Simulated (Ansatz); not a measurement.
BN under load (space group I-4m2), r2SCAN, rigid bands (Ansatz, an electronic-structure program). Condition of this run: uniaxial stress along [001] of -45 GPa (compression positive) (the target of the relaxation). Band gap 4.33 eV, N_c = 1.38e19 cm⁻³ and N_v = 4.87e19 cm⁻³ at 300 K, conductivity masses along x (a = (0.00, 1.79, 1.92) Å; b = (1.79, 0.00, 1.92) Å; c = (1.79, 1.79, 0.00) Å) of 0.441 mₑ (electrons) and 0.517 mₑ (holes). Take k_BT = 0.02585 eV.

Q: A film of it is 8 nm thick, with its normal along the direction named. Estimate the confinement energies in an infinite well.

A: ħ²π²/(2m t²) = 0.376 eV·nm²/(m/mₑ × t²) gives 13.3 meV for electrons and 11.4 meV for holes, so the gap would widen to about 4.35 eV. Finite barriers and nonparabolic bands lower this, and with several valleys or bands the heaviest mass along the normal sets the lowest level, not this average.

Q: Find the intrinsic carrier density and the intrinsic Fermi level.

A: n_i = √(N_c N_v) exp(−E_g/2k_BT) = 2.59e19 × exp(−83.75) = 1.1e-17 cm⁻³. The level lies (k_BT/2) ln(N_v/N_c) = 16 meV from mid-gap (positive towards the conduction band). Each 0.1 eV added to the gap lowers n_i by a factor of 6.9.

Q: What thermal injection velocity √(2k_BT/πm) limits a ballistic channel along the direction named?

A: 8.10e6 cm/s for electrons and 7.48e6 cm/s for holes, a ratio of √(m_h/m_e) = 1.08, for dilute carriers.

Rigid bands with the computed gap; masses take one relaxation time for all states. Spin-orbit coupling is left out. Geometry: cell and atoms relaxed with PBEsol.
